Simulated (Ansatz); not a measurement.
This Ansatz (an electronic-structure program) input is the reference run, KTaO$_{3}$ in the cubic perovskite structure (space group Pm-3m, No. 221), computed with Ansatz, PBEsol, PAW, cutoff 420 eV, scalar-relativistic without spin-orbit coupling:

Ansatz 0.2 input:
```yaml
crystal:
  lattice:
    - [3.9852971453, 0, 0]
    - [0, 3.9852971453, 0]
    - [0, 0, 3.9852971453]
  atoms:
    - { symbol: K, position: [0, 0, 0] }
    - { symbol: Ta, position: [0.5, 0.5, 0.5] }
    - { symbol: O, position: [0.5, 0, 0.5] }
    - { symbol: O, position: [0, 0.5, 0.5] }
    - { symbol: O, position: [0.5, 0.5, 0] }
basis: { ecutwfc: 420, ecutrho_ratio: 4, xc_grid: 2, fft_grid_basis: typed }
kpoints: { mp_grid: { grid: [8, 8, 8] } }
hamiltonian:
  xc: pbesol
  dispersion: none
  pseudopotentials: { kind: paw }
scf: { occupations: { method: fermi_dirac, width: 0.05 }, convergence: { dr2_threshold: 0.0000000005 } }
output: { forces: true, stress: true }
checkpoint: { write: state.ck, write_every: 1000 }
```

### Question
Write the input for this change: the cell is scaled by 0.9760 in all directions, atoms relaxed at fixed cell.

### Answer
Ansatz 0.2 input:
```yaml
crystal:
  lattice:
    - [3.8896500138, 0, 0]
    - [0, 3.8896500138, 0]
    - [0, 0, 3.8896500138]
  atoms:
    - { symbol: K, position: [0, 0, 0] }
    - { symbol: Ta, position: [0.5, 0.5, 0.5] }
    - { symbol: O, position: [0.5, 0, 0.5] }
    - { symbol: O, position: [0, 0.5, 0.5] }
    - { symbol: O, position: [0.5, 0.5, 0] }
basis: { ecutwfc: 420, ecutrho_ratio: 4, xc_grid: 2, fft_grid_basis: typed }
kpoints: { mp_grid: { grid: [8, 8, 8] } }
hamiltonian:
  xc: pbesol
  dispersion: none
  pseudopotentials: { kind: paw }
scf: { occupations: { method: fermi_dirac, width: 0.05 }, convergence: { dr2_threshold: 0.0000000005 } }
relax: { f_tol: 0.005, max_steps: 50 }
output: { forces: true, stress: true }
checkpoint: { write: state.ck, write_every: 1000 }
```
This is the input that was run.

The cells carry an imposed strain or load. Whether these cells are dynamically stable was not tested.
